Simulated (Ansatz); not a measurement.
Band structure of LaZnSbO (P4/nmm, 8 atoms in the cell).

```
CELL_PARAMETERS angstrom
      4.26837     0.00000     0.00000
      0.00000     4.26837     0.00000
      0.00000     0.00000     9.71636
ATOMIC_POSITIONS crystal
  La 0.00000 0.50000 0.88069
  La 0.50000 0.00000 0.11931
  Zn 0.00000 0.00000 0.50000
  Zn 0.50000 0.50000 0.50000
  Sb 0.50000 0.00000 0.68015
  Sb 0.00000 0.50000 0.31985
  O  0.50000 0.50000 0.00000
  O  0.00000 0.00000 0.00000
```

Level of theory: PBEsol, PAW files made with PBE (plane waves; Ansatz, an electronic-structure program).

Settings: kpoints.mp_grid.grid = 5 5 3; hamiltonian.xc = pbesol; hamiltonian.pseudopotentials = {kind: paw} (the program's default PAW files); scf.occupations.method = gaussian; scf.occupations.width = 0.2 eV; kpoints.band_path.npoints = 8.

The starting cell comes from a database of computed structures (which also holds hypothetical and non-ambient phases and stackings), without a prior relaxation at this level. Its lattice was rescaled by a random factor within 2.5 % of one. Spin-orbit coupling is off.

Levels in eV from the Fermi level, bands 41 to 48:
```tsv
point	41	42	43	44	45	46	47	48
Γ	-1.95	-0.86	-0.13	-0.08	-0.08	1.12	1.50	1.67
X	-2.09	-2.09	-0.73	-0.73	1.37	1.37	1.53	1.53
M	-3.10	-3.10	-2.76	-2.76	0.66	0.66	0.91	0.91
Z	-1.88	-1.74	-0.20	-0.20	-0.02	1.08	1.21	1.67
R	-1.84	-1.84	-0.70	-0.70	1.14	1.14	1.61	1.61
A	-3.13	-3.13	-2.67	-2.67	0.74	0.74	1.28	1.28
```

Bands cross the Fermi level along this path, so the cell is metallic at this level.

Keys are those of Ansatz 0.2.
